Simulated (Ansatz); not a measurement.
The starting structures come from a database of crystals and need not be the phases stable at ambient conditions.

 Where the default PAW files enter, the runs use the earlier of Ansatz's two default sets.

Here is the system:

```
CELL_PARAMETERS angstrom
      5.35089     0.00000     0.00000
      2.67544     4.63401     0.00000
      2.67545     1.54467     4.59924
ATOMIC_POSITIONS crystal
  Zn 0.28407 0.28407 0.14779
  Zn 0.78407 0.78407 0.64779
  Sn 0.00184 0.00184 0.99448
  Sn 0.50184 0.50184 0.49448
  O  0.60710 0.21281 0.28732
  O  0.21281 0.89277 0.28732
  O  0.89277 0.60710 0.28732
  O  0.39277 0.71281 0.78732
  O  0.10710 0.39277 0.78732
  O  0.71281 0.10710 0.78732
```

Space group of this cell: R3c. The cell is strained (lengths along the current scaled by 0.97, ions clamped); by PBEsol its mean pressure is -2.6 GPa.

Transport runs along the normal of the first two printed cell vectors, the (001) (indices of the unstrained crystal) plane of the conventional cell.

No gap correction and no spin-orbit coupling; mid-gap values are interpolated between computed energies.

### Question
State the band gap and the smallest decay constant κ at mid-gap according to PBEsol (Ansatz, a program for electronic structure).

### Answer
Gap 1.21 eV on a 8×8×8 mesh; κ = 0.134 1/Å, at the zone centre.
